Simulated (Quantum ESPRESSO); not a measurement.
Input and output of a self-consistent single point for FeAl (P4mm, 2 atoms in the cell) (Quantum ESPRESSO).

Level of theory: LDA (PZ), PSlibrary PAW (LDA) pseudopotentials (plane waves; Quantum ESPRESSO).

```yaml
crystal:
  lattice:
    - [2.91873, 0.00000, 0.00000]
    - [0.00000, 2.91873, 0.00000]
    - [0.00000, 0.00000, 2.91873]
  atoms:
    - { symbol: Al, position: [0.50000, 0.50000, 0.51713] }
    - { symbol: Fe, position: [0.00000, 0.00000, 0.00000] }
```

Reference input (self-consistent single point, DFT, LDA (PZ), plane waves, PSlibrary PAW (LDA) pseudopotentials): ecutwfc = 55 Ry; ecutrho = 330 Ry; occupations = smearing; smearing = fermi-dirac; degauss = 0.0073499 Ry; potentials = {Al: Al.pz-n-kjpaw_psl.1.0.0.UPF, Fe: Fe.pz-n-kjpaw_psl.1.0.0.UPF}; K_POINTS = automatic 9 9 9 0 0 0; conv_thr = 1e-10 Ry; mixing_beta = 0.4. This run's input differs from it in these lines:

```diff
@@ -16,3 +16,3 @@
   smearing = 'fermi-dirac',
-  degauss = 0.0073499,
+  degauss = 0.02205,
 /
@@ -29,3 +29,3 @@
 K_POINTS {automatic}
-9 9 9  0 0 0
+15 15 15  0 0 0
 CELL_PARAMETERS {bohr}
```

The program printed (abridged):

```
     Self-consistent Calculation

     iteration #  1     ecut=    55.00 Ry     beta= 0.40

     Threshold (ethr) on eigenvalues was too large:
     Diagonalizing with lowered threshold

     total energy              =    -174.93995757 Ry
     estimated scf accuracy    <       0.05512523 Ry

     iteration #  2     ecut=    55.00 Ry     beta= 0.40

     total energy              =    -174.93949358 Ry
     estimated scf accuracy    <       0.09809310 Ry

     iteration #  3     ecut=    55.00 Ry     beta= 0.40

     total energy              =    -174.95101667 Ry
     estimated scf accuracy    <       0.00615696 Ry

   [... 6 blocks of this kind left out ...]

     iteration # 10     ecut=    55.00 Ry     beta= 0.40

     total energy              =    -174.95194908 Ry
     estimated scf accuracy    <          9.1E-10 Ry

     iteration # 11     ecut=    55.00 Ry     beta= 0.40
     End of self-consistent calculation

     Number of k-points >= 100: set verbosity='high' to print the bands.

     the Fermi energy is    10.6444 ev

!    total energy              =    -174.95194908 Ry
     estimated scf accuracy    <          4.2E-12 Ry
     smearing contrib. (-TS)   =      -0.04897175 Ry
     internal energy E=F+TS    =    -174.90297732 Ry

     convergence has been achieved in  11 iterations

     Forces acting on atoms (cartesian axes, Ry/au):

     atom    1 type  1   force =     0.00000000    0.00000000   -0.01183555
     atom    2 type  2   force =     0.00000000    0.00000000    0.01183555

     Total force =     0.016738     Total SCF correction =     0.000000

          total   stress  (Ry/bohr**3)                   (kbar)     P=     -156.14
  -0.00105866   0.00000000   0.00000000         -155.73        0.00        0.00
   0.00000000  -0.00105866   0.00000000            0.00     -155.73        0.00
   0.00000000   0.00000000  -0.00106701            0.00        0.00     -156.96

   JOB DONE.
```

The run converged in 11 iterations. Against the reference run the free energy falls by 160 meV/atom, the pressure goes from -17.93 to -15.61 GPa and the largest force hardly changes (0.306 to 0.304 eV/Å).

The starting cell has typed, rounded lattice constants, without a prior relaxation at this level. Its lattice was rescaled by up to half a per cent. One atom was moved a little off its site on purpose. Spin polarisation is off. With a pressure of about -16 GPa the cell is away from its equilibrium volume at this level.

Cost on one core of a shared machine: roughly 70 s.
